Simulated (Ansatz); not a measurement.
Start from SiO2 (space group P3_121, No. 152; a = 5.0204 Å, c = 5.5090 Å). Axes: x lies along a and z along c of the hexagonal cell.

(Cell as relaxed with PBE.)

Levels (all Ansatz, a quantum-chemistry and plane-wave program, PAW, earlier PAW set): PBE (420 eV, scalar-relativistic without spin-orbit coupling); r2SCAN (500 eV, without spin-orbit coupling).

Each level relaxes its own structure.

| base | PBE | r2SCAN |
|---|---|---|
| volume per atom | 13.36 Å³ | 12.62 Å³ |
| lattice parameter a | 9.487 bohr | 9.298 bohr |
| band gap | 5.68 eV | 6.60 eV |

It is then changed as follows: tensile biaxial strain of 0.68 % in the plane normal to [001], as in epitaxy on a mismatched substrate; the out-of-plane cell vector and the atoms relax.

| quantity | PBE | r2SCAN |
|---|---|---|
| band gap | 5.65 eV | ___ |
| out-of-plane strain | -0.10 % | ___ |
| pressure (mean of the normal stresses, compression positive) | -0.33 GPa | ___ |

### Question
What does r2SCAN give?

### Answer

- band gap, r2SCAN: 6.56 eV
- out-of-plane strain, r2SCAN: -0.15 %
- pressure (mean of the normal stresses, compression positive), r2SCAN: -0.41 GPa

PBE's band gap lies 0.905 eV below r2SCAN's; PBE's out-of-plane strain lies 0.05 % above r2SCAN's; PBE's pressure lies 0.073 GPa above r2SCAN's. Neither level is exact; r2SCAN is the comparison here, not a measurement.

Gaps are read on the SCF mesh and a high-symmetry path. Stability against distortions was not tested.
